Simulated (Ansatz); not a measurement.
Si (diamond structure), cut as (111) film, 4 layers, monochloride, Cl-ended; geometry relaxed with PBE. The relaxation kept the symmetry of its start, so a lower minimum of less symmetry isn't excluded. The in-plane lattice is held at the bulk value. With PBE (Ansatz, a program for electronic structure) the gap on the k-mesh of the run is 1.15 eV. k-points: Γ-centred 8×8×1 mesh; occupations: Fermi-Dirac, 0.020 eV; spin polarisation not allowed. Spin-orbit coupling is left out.

Q: What gap does HSE06 run with Ansatz give on the same geometry and mesh?

A: 1.80 eV, wider by 0.65 eV.
